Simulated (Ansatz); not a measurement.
**A computed series for hypothetical rock salt GaAs: response to strain**

Base system: GaAs in the rock salt structure (space group Fm-3m, No. 225; a = 5.3161 Å; a hypothetical phase, not in the database extracts checked; relaxed with 0.1 eV smearing).

Strains are applied to the cell and any free atomic positions relax.

Calculations: Ansatz (a quantum-chemistry and plane-wave program), PBE-D3(BJ), PAW, cutoff 420 eV, no SOC.

Notes on the quantities. energy relative to the base: free energy F.

| isotropic strain (%) | energy relative to the base (meV/atom) |
|---|---|
| -3.91 | 74.1 |
| 0 | 0.0 |
| 0.54 | 1.2 |
| 1.37 | 7.5 |
| 3.02 | ? |
| 3.48 | 44.6 |

### Question
Fit ΔE = Aε² + Bε³ (ε in %) to the rows shown and predict the withheld row.

### Answer
Least squares on the printed values gives A = 4.23 and B = -0.16 meV/atom (largest residual 0.0 meV/atom); this predicts 34.2 meV/atom, and the run gives 34.2 meV/atom, in agreement.

Whether these cells are dynamically stable was not tested. The base started in Pnma and relaxed to Fm-3m at this level. The final runs are not spin-polarised.
